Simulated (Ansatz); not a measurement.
Given:

```
CELL_PARAMETERS angstrom
      0.00000     2.71691     2.71691
      2.71691     0.00000     2.71691
      2.71691     2.71691     0.00000
ATOMIC_POSITIONS crystal
  Si 0.25000 0.25000 0.25000
  Si 0.00000 0.00000 0.00000
```

Calculation: r2SCAN, rigid bands (plane waves, PAW, scalar-relativistic; Ansatz, a program for electronic structure). Condition of this run: functional r2SCAN on the same cell. Cell: cell and atoms relaxed with PBEsol.

Predict the hole conductivity mass (n e² τ/σ) at 300 K, by direction if it differs.

0.31 mₑ.

Predict the electron conductivity mass (n e² τ/σ) at 300 K, by direction if it differs.

0.28 mₑ.

And the band gap?

0.76 eV at this level; semilocal functionals usually fall short of the measured gap.

Rigid bands, one relaxation time for all states, no polarons. Spin-orbit coupling is left out; where it splits the top of the valence band it changes the hole mass and lowers the gap by about a third of the splitting. Geometry: cell and atoms relaxed with PBEsol.
